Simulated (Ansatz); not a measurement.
Consider LuCl$_{3}$ (space group R-3c, No. 167; a hypothetical phase, not in the database extracts checked).

```xyz
8
Lattice="3.2157 1.8566 5.8887 -3.2157 1.8566 5.8887 0.0000 -3.7132 5.8887" Properties=species:S:1:pos:R:3 pbc="T T T"
Lu     0.0000     0.0000     0.0000
Lu     0.0000     0.0000     8.8330
Cl    -1.0048    -1.8566     7.3608
Cl     2.1103     0.0581     7.3608
Cl    -1.1054     1.7985     7.3608
Cl     1.0048     1.8566    10.3052
Cl    -2.1103    -0.0581    10.3052
Cl     1.1054    -1.7985    10.3052
```

Cartesian axes are those of the cell as printed.

The values are results of Ansatz (a first-principles code), PBEsol, PAW, cutoff 420 eV, no SOC, not measurements.

Now apply this change: uniaxial strain ε_zz = +1.31 %, all other strain components held at zero; the atoms relax in the strained cell.

Predict the stress tensor and what it implies for the stiffness.

Stress of the strained cell less that of the base (GPa, compression positive):
```
  -0.16    0.00    0.00
   0.00   -0.16    0.00
   0.00    0.00   -0.58
```

Then −Δσ_ii/ε with ε = 0.0131 gives secant stiffness values (nonlinear terms included at this strain): C33 ≈ 45 GPa.

No phonon test of stability was made. The base started in R32 and relaxed to R-3c at this level.
